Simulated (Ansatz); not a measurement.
Ba in the bcc (W type) structure; conventional cell a = 4.876 Å, b = 4.876 Å, c = 4.876 Å, α = 90.00°, β = 90.00°, γ = 90.00°.

What linear thermal expansion coefficient does quasi-harmonic lattice dynamics on PBEsol in Ansatz (a quantum-chemistry and plane-wave program) give at 550 K, and what isobaric heat capacity per mole of formula units and Grüneisen parameter?

α = 22.4 × 10⁻⁶ K⁻¹; C_P = 27.3 J/(mol K); γ = 0.73. The crystal is held in this phase throughout; melting and phase transitions are not modelled.
